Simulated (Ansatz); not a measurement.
Cubic perovskite KMgF₃, treated with PBE (Ansatz, a first-principles code, PAW).

Numerical settings: plane-wave cutoff 520 eV, 8×8×8 k mesh, Fermi–Dirac smearing 0.01 eV, scalar-relativistic PAW data made under PBE.

Cell (relaxed at this level):

```yaml
crystal:
  lattice:
    - [4.05442, 0.00000, 0.00000]
    - [0.00000, 4.05442, 0.00000]
    - [0.00000, 0.00000, 4.05442]
  atoms:
    - { symbol: K, position: [0.00000, 0.00000, 0.00000] }
    - { symbol: Mg, position: [0.50000, 0.50000, 0.50000] }
    - { symbol: F, position: [0.50000, 0.00000, 0.50000] }
    - { symbol: F, position: [0.00000, 0.50000, 0.50000] }
    - { symbol: F, position: [0.50000, 0.50000, 0.00000] }
```

Problem. Predict the bulk modulus, band gap, smallest direct gap on the k points sampled and pressure derivative B′ of the bulk modulus.

Solution. 
* **bulk modulus**: 66.1 GPa
* **band gap**: 6.96 eV (indirect)
* **smallest direct gap on the k points sampled**: 7.28 eV
* **pressure derivative B′ of the bulk modulus**: 4.4

Measured, for comparison: bulk modulus 75.1 GPa (room temperature, no zero-point or thermal correction, our sources range from 71.2 to 75.1; as tabulated in Vaitheeswaran et al. (2007), arXiv:cond-mat/0703621). Computed (rounded) less measured: bulk modulus -12 % (-7 % to -12 % over the range).

Static lattice: no zero-point or thermal effects.

Computing time: around 40 core-seconds (rough).
